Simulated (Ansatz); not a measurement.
Take ZrO2 (space group P4_2/nmc, No. 137; a = 3.6208 Å, c = 5.2843 Å) as the base. Axes: x, y, z lie along a, b, c of the conventional cell.

Structures relaxed with PBE in Ansatz (plane waves to 420 eV, PAW, scalar-relativistic without spin-orbit coupling), earlier PAW set.

Base:

Simulated powder pattern, Co Kα, λ = 1.79026 Å (kinematic, ideal powder, no thermal factors, no anomalous dispersion; the 8 strongest lines at most, above 2 %, up to 2θ = 90°):

```json
[
 {"2θ (°)": "34.88", "I/Imax (%)": "100", "hkl": "(101)"},
 {"2θ (°)": "39.61", "I/Imax (%)": "9.4", "hkl": "(002)"},
 {"2θ (°)": "40.93", "I/Imax (%)": "13", "hkl": "(110)"},
 {"2θ (°)": "58.27", "I/Imax (%)": "36", "hkl": "(112)"},
 {"2θ (°)": "59.26", "I/Imax (%)": "19", "hkl": "(200)"},
 {"2θ (°)": "68.82", "I/Imax (%)": "14", "hkl": "(103)"},
 {"2θ (°)": "70.64", "I/Imax (%)": "27", "hkl": "(211)"},
 {"2θ (°)": "73.65", "I/Imax (%)": "7.3", "hkl": "(202)"}
]
```

Now apply this change: uniaxial stress, 2 GPa tension along z, with the cell and atoms free to relax against it.

After the change:

Simulated powder pattern, Co Kα, λ = 1.79026 Å (kinematic, ideal powder, no thermal factors, no anomalous dispersion; the 8 strongest lines at most, above 2 %, up to 2θ = 90°):

```json
[
 {"2θ (°)": "34.80", "I/Imax (%)": "100", "hkl": "(101)"},
 {"2θ (°)": "39.24", "I/Imax (%)": "9.7", "hkl": "(002)"},
 {"2θ (°)": "40.96", "I/Imax (%)": "13", "hkl": "(110)"},
 {"2θ (°)": "58.02", "I/Imax (%)": "36", "hkl": "(112)"},
 {"2θ (°)": "59.32", "I/Imax (%)": "19", "hkl": "(200)"},
 {"2θ (°)": "68.28", "I/Imax (%)": "15", "hkl": "(103)"},
 {"2θ (°)": "70.64", "I/Imax (%)": "26", "hkl": "(211)"},
 {"2θ (°)": "73.46", "I/Imax (%)": "7.4", "hkl": "(202)"}
]
```

The indices refer to the base's conventional cell; one index is shown for lines that coincide.

Load acts through the strain it causes; cell and atoms are relaxed under it. Stability under load was not tested beyond the relaxation. This is not the structure that ZrO2 has at room temperature and ambient pressure.

Ansatz is a program for electronic structure.
